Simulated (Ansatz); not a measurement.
Consider the following.

```yaml
crystal:
  lattice:
    - [4.59691, 0.00000, 0.00000]
    - [-2.29846, 3.98104, 0.00000]
    - [0.00000, 0.00000, 7.56478]
  atoms:
    - { symbol: In, position: [0.66667, 0.33333, 0.99967] }
    - { symbol: In, position: [0.33333, 0.66667, 0.49967] }
    - { symbol: Sb, position: [0.66667, 0.33333, 0.62553] }
    - { symbol: Sb, position: [0.33333, 0.66667, 0.12553] }
```

No spin polarisation.

A single point on hypothetical wurtzite InSb, its geometry relaxed with PBEsol.

Calculations: Ansatz (a first-principles code), r2SCAN, PAW, cutoff 500 eV, no SOC. k-mesh 12×12×6 (Γ-centred); smearing 0.05 eV (Fermi–Dirac).

Question: What is the computed band gap?

Answer: 0.16 eV.

Question: What is the computed pressure?

Answer: 0.8 GPa.

Single points use the geometry relaxed with PBEsol. With Sb present, leaving out spin-orbit coupling can change the band edges. Stability against distortions was not tested. The cell is InSb in the wurtzite structure (space group P6_3mc, No. 186; a hypothetical phase, not in the database extracts checked). The zero or small gap of InSb can change with the level of theory.
